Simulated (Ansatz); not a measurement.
Worked example: self-consistent single point of CuTe (Pmmn, 4 atoms in the cell) in Ansatz (a program for electronic structure).

Computed with LDA (PW92), PAW files made with PBE (plane waves; Ansatz).

The change in words: lattice scaled by 0.98. Reference geometry:
```
CELL_PARAMETERS angstrom
      3.19743     0.00000     0.00000
      0.00000     3.94576     0.00000
      0.00000     0.00000     7.21942
ATOMIC_POSITIONS crystal
  Cu 0.00000 0.50000 0.46459
  Cu 0.50000 0.00000 0.53541
  Te 0.00000 0.00000 0.23823
  Te 0.50000 0.50000 0.76177
```

Reference input (self-consistent single point, DFT, LDA (PW92), plane waves, PAW files made with PBE): kpoints.mp_grid.grid = 7 6 3; hamiltonian.xc = lda; hamiltonian.pseudopotentials = {kind: paw} (an earlier, softer set of the program's PAW files); scf.occupations.method = gaussian; scf.occupations.width = 0.136 eV. This run's input differs from it in these lines:

```diff
@@ -2,5 +2,5 @@
   lattice:
-    - [3.19743200, 0.00000000, 0.00000000]
-    - [0.00000000, 3.94575900, 0.00000000]
-    - [0.00000000, 0.00000000, 7.21942300]
+    - [3.13348300, 0.00000000, 0.00000000]
+    - [0.00000000, 3.86684400, 0.00000000]
+    - [0.00000000, 0.00000000, 7.07503500]
   atoms:
```

Log, with long lists cut:

```
SCF iter   1: F=—  HF=-26767.240509 eV  |F-HF|=—  |Δ(HF+E_count)|=         —  Δρ=9.08e-2  dr2=5.05e0  ethr=3.10e-3  ⟨swp⟩=7.9  Hψ=5766  notcnv=0  defer=2
all-band conjugate gradients solve this SCF's bands
preconditioner: auto → LDOS
SCF iter   2: F=—  HF=-26770.959524 eV  |F-HF|=—  |Δ(HF+E_count)|=    3.72e0  Δρ=1.46e-1  dr2=1.50e1  ethr=3.10e-3  ⟨swp⟩=4.0  Hψ=3609  notcnv=0  defer=67  recentre
   [... lines left out ...]
SCF iter   5: F=—  HF=-26766.085396 eV  |F-HF|=—  |Δ(HF+E_count)|=   2.61e-3  Δρ=1.70e-3  dr2=2.39e-3  ethr=2.33e-5  ⟨swp⟩=2.4  Hψ=2006  notcnv=0  defer=66
SCF iter   6: F=—  HF=-26766.084962 eV  |F-HF|=—  |Δ(HF+E_count)|=   4.34e-4  Δρ=2.54e-4  dr2=3.04e-5  ethr=3.41e-6  ⟨swp⟩=2.8  Hψ=2076  notcnv=0  defer=66
SCF iter   7: F=—  HF=-26766.084962 eV  |F-HF|=—  |Δ(HF+E_count)|=   4.12e-7  Δρ=5.74e-5  dr2=1.70e-6  ethr=4.34e-8  ⟨swp⟩=2.0  Hψ=1832  notcnv=0  defer=66
SCF iter   8: F=-26766.084962 eV  HF=-26766.084962 eV  |F-HF|=9.42e-9  |Δ(HF+E_count)|=   4.54e-8  Δρ=1.22e-5  dr2=6.18e-8  ethr=1.43e-10  ⟨swp⟩=10.9  Hψ=7589  notcnv=0
SCF 1 converged in 8 iterations: F = -26766.084962 eV  dr2 = 6.18e-8
Free energy (F): -26766.084962 eV
Internal energy: -26766.069149 eV  (E = F + TS)
E sigma→0 (E₀):  -26766.077055 eV
Entropy (-TS):   -0.015813 eV (-3.953 meV/atom)
Fermi energy:    11.433487 eV
--- Forces (eV/Å), atoms counted from 1 ---
  atom   1  Cu     0.00000000     0.00000000     0.02843827
  atom   2  Cu     0.00000000     0.00000000    -0.02843827
  atom   3  Te     0.00000000     0.00000000    -0.64334029
  atom   4  Te     0.00000000     0.00000000     0.64334029
--- Stress (GPa, compression-positive) ---
        3.094085       0.000000       0.000000
        0.000000       2.997147       0.000000
        0.000000       0.000000       3.667303
  P = ⅓ Tr σ = 3.2528 GPa (32.528 kbar)
  The stress holds the Pulay correction. Without it, at fixed plane waves, as pw.x and ABINIT print it: P = 3.1817 GPa
```

The run converged in 8 iterations. Against the reference run the free energy goes up by 4.6 meV/atom, the pressure goes from -1.86 to 3.25 GPa and the largest force goes from 0.086 to 0.643 eV/Å.

The starting cell comes from a database of computed structures (which also holds hypothetical and non-ambient phases and stackings), without a prior relaxation at this level. Its lattice was rescaled by a random factor within 2.5 % of one. For this run, on top of that: lattice scaled by 0.98. Spin-orbit coupling is off. Spin polarisation is off. With a pressure of about 3 GPa the cell is away from its equilibrium volume at this level. Ansatz's pressure includes its estimate of the finite-basis (Pulay) stress. The run gives no clean gap (levels at the Fermi energy touch, overlap or are partly filled at this smearing), which alone does not show that the compound is a metal.

Keys are those of Ansatz 0.2.
